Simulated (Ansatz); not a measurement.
The starting structures come from a database of crystals and need not be the phases stable at ambient conditions.

 Where the default PAW files enter, the runs use the earlier of Ansatz's two default sets.

By PBEsol, the system below comes out a metal.

Data:

```
CELL_PARAMETERS angstrom
      6.04852     0.00000     0.00000
      0.67828     6.01036     0.00000
     -1.35656    -1.21208     3.61952
ATOMIC_POSITIONS crystal
  Sb 0.80252 0.50000 0.15126
  Sb 0.19748 0.50000 0.84874
  Sb 0.50000 0.80252 0.65126
  Sb 0.50000 0.19748 0.34874
```

Space group of this cell: I4/mcm. The cell is taken as given; by PBEsol its mean pressure is -0.7 GPa.

The current flows along the normal of the first two printed cell vectors, the (101) plane of the conventional cell. No spin-orbit coupling; the value is a mean over 0.1 eV about the Fermi level.

### Question
Predict the ballistic conductance per area from PBEsol in Ansatz (a quantum-chemistry and plane-wave program).

### Answer
1.0 × 10¹⁵ S/m² for both spins.
